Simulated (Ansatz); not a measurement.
For TaSi$_{2}$ (P6_422), Ansatz (a quantum-chemistry and plane-wave program) with PBEsol, DFPT electron-phonon coupling, linearised Boltzmann equation gives a transport coupling λ_tr = 0.376 and a Drude plasma energy ħω_p = 3.28 eV along y (a = (4.76, 0.00, 0.00) Å; b = (-2.38, 4.12, 0.00) Å; c = (0.00, 0.00, 6.55) Å).

Q: Estimate the resistivity at 300 K from the high-temperature formula ρ = 2π λ_tr k_B T / (ħ ε₀ ω_p²), and say how the full Boltzmann solution compares.

A: The scattering rate is 1/τ = 2π λ_tr k_B T/ħ = 9.28e13 s⁻¹ and ω_p = 4.98e15 s⁻¹, so ρ ≈ 42.2 μΩ·cm. The Boltzmann solution gives 38.9 μΩ·cm, 0.92 times the estimate.

A metal at this level (no band gap). Only scattering by harmonic phonons is included (no impurities, grain boundaries, electron-electron scattering or thermal expansion). Spin-orbit coupling is left out, which matters with elements this heavy. Halving the electron mesh (20x20x12) moves the resistivity by up to 1 % at 300 K, the coupling by up to 3 %. Smearing 0.20 eV; phonons on a 4x4x2 q mesh, which this run doesn't test.
